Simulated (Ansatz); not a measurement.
All values below come from PBE (plane waves to 420 eV, PAW; Ansatz, an electronic-structure program).

Planar average of the electrostatic potential across the slab, in eV from the Fermi level, for CH3 on the 1x1 (111) surface of fcc Au (the real clean face reconstructs), one in a 2x2 cell, started at the site 'bridge Au-Au (span 2.9 Å)':

(z (Å), V (eV)): (5.30, 5.15); (5.59, 5.15); (5.89, 5.15); (6.18, 5.14); (6.48, 5.14); (6.77, 5.13); (7.07, 5.10); (7.36, 5.04); (7.66, 4.91); (7.95, 4.61); (8.24, 3.91); (8.54, 2.27); (8.83, -2.23); (9.13, -9.75); (9.42, -14.87); (9.72, -15.97); (10.01, -13.13); (10.31, -6.59); (10.60, -0.37); (10.89, 1.01); (11.19, -1.71); (11.48, -8.72); (11.78, -14.45); (12.07, -16.28); (12.37, -14.24); (12.66, -8.35); (12.96, -1.50); (13.25, 0.77); (13.54, -1.34); (13.84, -8.08); (14.13, -14.09); (14.43, -16.25); (14.72, -14.56); (15.02, -8.95); (15.31, -1.90); (15.61, 0.95); (15.90, -0.42); (16.19, -6.11); (16.49, -12.38); (16.78, -15.56); (17.08, -14.86); (17.37, -10.17); (17.67, -3.23); (17.96, 1.47); (18.26, 3.36); (18.55, 3.62); (18.84, 2.50); (19.14, 1.03); (19.43, -0.16); (19.73, 1.31); (20.02, 3.49); (20.32, 4.13); (20.61, 4.38); (20.91, 4.47); (21.20, 4.50); (21.49, 4.51); (21.79, 4.52); (22.08, 4.52); (22.38, 4.52); (22.67, 4.52); (22.97, 4.52); (23.26, 4.52); (23.56, 4.52); (23.85, 4.52)

Set-up: 20 atoms, 7.2 Å thick at the start under the adsorbate (thin: gaps and levels are the slab's own); mesh 6x6x1; 0.1 eV smearing; dipole correction on; 8 atoms held, the rest relaxed; no symmetry held; spin-polarised, no spin-orbit, no U, no dispersion correction. The starting moment vanished. At the end it is bonded to Au. In PBE it is, or lies within 0.03 eV of, the lowest of the starts that converged.

Q: The surface cell has an area of 29.93 Å². What dipole along the normal does the step between the two vacuum levels imply?

A: the top vacuum level lies 0.63 eV below the bottom one; p = −ε₀ A ΔV (ε₀ = 0.005526 e/(V·Å)) gives 0.10 e·Å a cell.
